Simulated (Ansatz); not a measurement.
## Zn interstitial (zinc-blende GaAs host)

Computed with PBE, PAW (plane waves to 420 eV; Ansatz, a quantum-chemistry and plane-wave program). The supercell holds 64 host sites (2×2×2 repeats of a cell of 8 atoms), with a 2×2×2 shifted k-point sampling for the final energies. Site at the start: void with 4As nearest. Charged cells carry a point-charge image correction with potential alignment at far atoms. Dielectric constants: PBE linear response of the host. Host gap at this level: 0.16 eV. These values are not converged in cell size to better than tenths of an eV. PBE closes or nearly closes this host's gap, so even the neutral cell can hold carriers in host bands. Spin–orbit coupling is left out. Each state is the lowest found from its start.

The name describes the start; the neighbours show where the atoms ended.

Charges with a result: +2, +1, 0. Others weren't obtained, and one of them could lie lower, also by skipping a charge.

| charge | moment (μB) | largest move off a lattice site (Å) | neighbours of the last Zn atom of the defect at the end (Å) | image correction with alignment (eV) |
|---|---|---|---|---|
| +2† | not spin-polarised | 0.14 | As 2.54, As 2.54, As 2.54, As 2.54 | 0.63 |
| +1† | 1.0 | 0.12 | As 2.56, As 2.56, As 2.56, As 2.56 | 0.24 |
| 0† | not spin-polarised | 0.11 | As 2.57, As 2.57, As 2.57, As 2.57 | 0.00 |

† Not settled in this cell, so no level is given: charge +2: carriers not clearly localised; charge +1: carriers not clearly localised, level within 0.1 eV of a band edge or past it; charge 0: carriers not clearly localised, level within 0.1 eV of a band edge or past it.

No other site or start that was run ended lower by more than 0.1 eV.
